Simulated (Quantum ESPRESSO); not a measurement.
Worked example: self-consistent single point of ZnCu (Cmmm, 2 atoms in the cell) in Quantum ESPRESSO.

Level of theory: LDA (PZ), PSlibrary ultrasoft (LDA) pseudopotentials (plane waves; Quantum ESPRESSO).

```
ZnCu
1.0
    1.45977    -2.08098     0.00000
    1.45977     2.08098     0.00000
    0.00000     0.00000     4.06208
Zn Cu
1 1
Cartesian
  1.45977   0.00000   2.03104
  0.00000   0.00000   0.00000
```

Reference input (self-consistent single point, DFT, LDA (PZ), plane waves, PSlibrary ultrasoft (LDA) pseudopotentials): ecutwfc = 55 Ry; ecutrho = 330 Ry; occupations = smearing; smearing = marzari-vanderbilt; degauss = 0.0073499 Ry; potentials = {Zn: Zn.pz-dn-rrkjus_psl.1.0.0.UPF, Cu: Cu.pz-dn-rrkjus_psl.1.0.0.UPF}; K_POINTS = automatic 15 15 9 0 0 0; conv_thr = 1e-09 Ry; mixing_beta = 0.7. This run's input differs from it in these lines:

```diff
@@ -33,3 +33,3 @@
 K_POINTS automatic
-15 15 9  0 0 0
+22 22 13  0 0 0
```

Output (repeated stretches shortened):

```
     Self-consistent Calculation

     iteration #  1     ecut=    55.00 Ry     beta= 0.70

     Threshold (ethr) on eigenvalues was too large:
     Diagonalizing with lowered threshold

     total energy              =    -270.27582297 Ry
     estimated scf accuracy    <       0.08642508 Ry

     iteration #  2     ecut=    55.00 Ry     beta= 0.70

     total energy              =    -270.26742106 Ry
     estimated scf accuracy    <       0.47276194 Ry

     iteration #  3     ecut=    55.00 Ry     beta= 0.70

     total energy              =    -270.33097232 Ry
     estimated scf accuracy    <       0.00248936 Ry

   [... 4 blocks of this kind left out ...]

     iteration #  8     ecut=    55.00 Ry     beta= 0.70

     total energy              =    -270.33174660 Ry
     estimated scf accuracy    <          4.6E-09 Ry

     iteration #  9     ecut=    55.00 Ry     beta= 0.70
     End of self-consistent calculation

     Number of k-points >= 100: set verbosity='high' to print the bands.

     the Fermi energy is    12.7972 ev

!    total energy              =    -270.33174660 Ry
     estimated scf accuracy    <          8.5E-10 Ry
     smearing contrib. (-TS)   =      -0.00003513 Ry
     internal energy E=F+TS    =    -270.33171147 Ry

     convergence has been achieved in   9 iterations

     Forces acting on atoms (cartesian axes, Ry/au):

     atom    1 type  1   force =     0.00000000    0.00000000    0.00000000
     atom    2 type  2   force =     0.00000000    0.00000000    0.00000000

     Total force =     0.000000     Total SCF correction =     0.000000

          total   stress  (Ry/bohr**3)                   (kbar)     P=      -68.66
  -0.00039441   0.00000000   0.00000000          -58.02        0.00        0.00
   0.00000000  -0.00050175   0.00000000            0.00      -73.81        0.00
   0.00000000   0.00000000  -0.00050411            0.00        0.00      -74.16

   JOB DONE.
```

The run converged in 9 iterations. Against the reference run the free energy falls by 1.1 meV/atom and the pressure stays near -6.87 GPa while the yy stress (positive for compression) goes from -7.97 to -7.38 GPa.

The starting cell comes from a database of computed structures (which also holds hypothetical and non-ambient phases and stackings), without a prior relaxation at this level. Its lattice was rescaled by a random factor within 2.5 % of one. Spin polarisation is off. With a pressure of about -7 GPa the cell is away from its equilibrium volume at this level.

Cost on one core of a shared machine: roughly 4 min.
